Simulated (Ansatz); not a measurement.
Consider Si-vacancy pair (Si on one host Zr site, one O site vacant) in monoclinic ZrO2, charge state +2. The step: one O atom jumps into the vacancy from a nearby O site (Si-vacancy distance between ideal sites 2.06 → 2.08 Å); the atom moves 2.82 Å along (0.12, -0.49, 0.21) of the unit cell; the moving atom starts with neighbours Si at 1.76; Zr at 2.16, Zr at 2.26 Å and ends with Si at 1.68 Å. DFT values are from Ansatz (plane-wave PAW, 420 eV unless said) in a cell of 96 host sites, spin-restricted, static, with no finite-size correction. The charge state is imposed; whether it is stable for some Fermi level was not computed. Forms of the defect that were not tried may lie lower. The start lies 0.36 eV above the lowest site run (PBE). For the PBE band: the saddle point's order was not checked.

```tsv
Level	Forward barrier (eV)	Cost of the band or of the saddle's single point
CHGNet universal potential (has no charge state), its own band	0.69	-
PBE, the Γ point alone, band relaxed	1.12	very roughly 70 core-minutes
PBE, a 2×2×2 k-point mesh shifted by half a step, same geometries	1.10	about 8 core-minutes (a rough figure)
r2SCAN at 500 eV, the Γ point alone, same geometries	___	about 3 core-minutes (a rough figure)
```

Task: What belongs in the gaps?

Result: 
- r2SCAN at 500 eV, the Γ point alone, same geometries, Forward barrier (eV): 1.17

Ansatz is a program for electronic structure.
